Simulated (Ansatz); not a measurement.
# A computed series for ZnSe: pressure series

The reference is ZnSe in the zinc blende structure (space group F-43m, No. 216).

```yaml
crystal:
  lattice:
    - [0.00000, 2.86650, 2.86650]
    - [2.86650, 0.00000, 2.86650]
    - [2.86650, 2.86650, 0.00000]
  atoms:
    - { symbol: Zn, position: [0.00000, 0.00000, 0.00000] }
    - { symbol: Se, position: [0.25000, 0.25000, 0.25000] }
```

Cell and atoms are relaxed at each pressure.

Calculations: PBE (Ansatz, a program for electronic structure, PAW, without spin-orbit coupling).

Candidates:
(a) pressure 15 GPa
(b) pressure −1 GPa
(c) pressure 4.5 GPa

Base values:

```
Property   Result
--------  -------
Band gap  1.15 eV
```

Question: Order them by band gap, lowest first.

Answer: (b) pressure −1 GPa (1.08 eV), (c) pressure 4.5 GPa (1.42 eV), (a) pressure 15 GPa (1.89 eV)

Load acts through the strain it causes; cell and atoms are relaxed under it. No phonon test of stability was made. Measured, ZnSe leaves this structure (for rock salt) near 13 GPa (temperature not stated; as listed in M. Köfferlein et al., Hyperfine Interactions (1994)).
